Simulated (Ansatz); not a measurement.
The reference is GaP in the zinc blende structure (space group F-43m, No. 216; a = 5.4384 Å).

The values are results of Kohn–Sham DFT with the PBEsol functional, run in Ansatz (a quantum-chemistry and plane-wave program) with PAW and 420 eV plane waves, no spin-orbit coupling, not measurements.

Carriers are added at fixed cell with a uniform background; the Fermi–Dirac width is that of 300 K.

One change was made to it. Results:

```json
[
 {"quantity": "valley order (the lowest conduction-band minima on the path, energy above the VBM, named in the base's zone)", "base": "a point along ⟨100⟩, about 1.0 Å⁻¹ from Γ 1.45 eV; L along ⟨111⟩ 1.60 eV; Γ 1.80 eV", "after": "a point along ⟨100⟩, about 1.0 Å⁻¹ from Γ 1.41 eV; L along ⟨111⟩ 1.59 eV; Γ 1.79 eV"},
 {"quantity": "Fermi level relative to the doped band's edge (positive inside the band; to 0.05 eV)", "base": "–", "after": "+0.45 eV"}
]
```

### Question
What was done to the base?
A. electrons 1.0×10^22 cm⁻³
B. electrons 3.0×10^21 cm⁻³
C. electrons 5.0×10^20 cm⁻³

### Answer
B, electrons 3.0×10^21 cm⁻³. For comparison, the Fermi level from band edge in the other runs: electrons 1.0×10^22 cm⁻³ gives +0.85 eV; electrons 5.0×10^20 cm⁻³ gives +0.15 eV.

Carriers are added with a uniform compensating background; total energy and stress of such cells depend on the potential's zero and are not compared; many-body gap narrowing is missing at this level. Stability against distortions was not tested.
